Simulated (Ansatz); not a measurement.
## ScGeCN (model structure, started from the AlSiCN type, P3m1, No. 156, 4 atoms in the cell)

Level of theory: LDA (Ansatz, a quantum-chemistry and plane-wave program, PAW).

Settings: plane-wave cutoff 520 eV, 12×12×6 k mesh (along the axes of the cell as run), Fermi–Dirac smearing 0.01 eV, scalar-relativistic PAW data made under PBE.

Cell (relaxed at this level):

```yaml
crystal:
  lattice:
    - [3.35247, 0.00000, 0.00000]
    - [-1.67623, 2.90332, 0.00000]
    - [0.00000, 0.00000, 5.23201]
  atoms:
    - { symbol: Sc, position: [0.33333, 0.66667, 0.52643] }
    - { symbol: Ge, position: [0.66667, 0.33333, 0.00008] }
    - { symbol: C, position: [0.33333, 0.66667, 0.09165] }
    - { symbol: N, position: [0.66667, 0.33333, 0.63183] }
```

```yaml
band_gap: 2.16 eV (indirect)
smallest_direct_gap_on_the_k_points_sampled: 2.27 eV
"Γ–Γ gap": 2.77 eV
```

Note: the relaxation could raise the start's symmetry but not lower it, so the cell can be a saddle point.

Spin–orbit coupling is not included.

The result took around 20 core-seconds (rough).

A model structure was made by putting elements into a prototype or built by hand; it is no filed structure, need not be a known phase, and can be a saddle point held by its symmetry.
